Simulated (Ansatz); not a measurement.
**Pressure series in LiNbO2**

Start from LiNbO2 (space group P6_3/mmc, No. 194; a = 2.8921 Å, c = 10.3926 Å).

Cell and atoms are relaxed at each pressure.

Calculations: PBEsol/PAW in Ansatz (a quantum-chemistry and plane-wave program), no spin-orbit coupling.

```tsv
change	band gap	shortest interatomic distance
base	1.66 eV	2.105 Å
pressure −2 GPa	?	2.120 Å
pressure −1 GPa	1.66 eV	2.113 Å
pressure 0.3 GPa	1.67 eV	2.103 Å
pressure 0.7 GPa	1.67 eV	2.100 Å
pressure 1.5 GPa	1.67 eV	2.095 Å
pressure 3 GPa	?	2.085 Å
pressure 5 GPa	1.69 eV	2.072 Å
pressure 7.5 GPa	1.70 eV	2.057 Å
pressure 10 GPa	?	2.044 Å
```

Complete the table.


- pressure −2 GPa, band gap: 1.65 eV
- pressure 3 GPa, band gap: 1.68 eV
- pressure 10 GPa, band gap: 1.71 eV

Load acts through the strain it causes; cell and atoms are relaxed under it. Stability against distortions was not tested. No other phases were tried under pressure.
